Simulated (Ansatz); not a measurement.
For Cd2SeS (P3m1, No. 156, 4 atoms in the cell; start mp-1226934), r²SCAN (PAW; Ansatz, an electronic-structure program) gives:

```
Quantity             Result
------------------  -------
lattice constant a  4.249 Å
c axis length       6.930 Å
```

What does HSE06 in Ansatz (PAW) give for the same quantities?


- lattice constant a: 4.256 Å (increases by 0.2 %)
- lattice parameter c: 6.938 Å (goes up by 0.1 %)

Changes are worked out from the printed values.

Unless a cell is named, each level is at its own relaxed cell (r²SCAN 27.09, HSE06 27.21 Å³/atom).

Caveats: the relaxation could not lower the start's symmetry, so the cell can be a saddle point above a distorted one (r²SCAN, HSE06). Ansatz's density-functional and Hartree–Fock values are scalar-relativistic unless marked +SOC, with PAW data made under PBE.

A start named mp-… is a Materials Project structure, which need not be a measured phase.
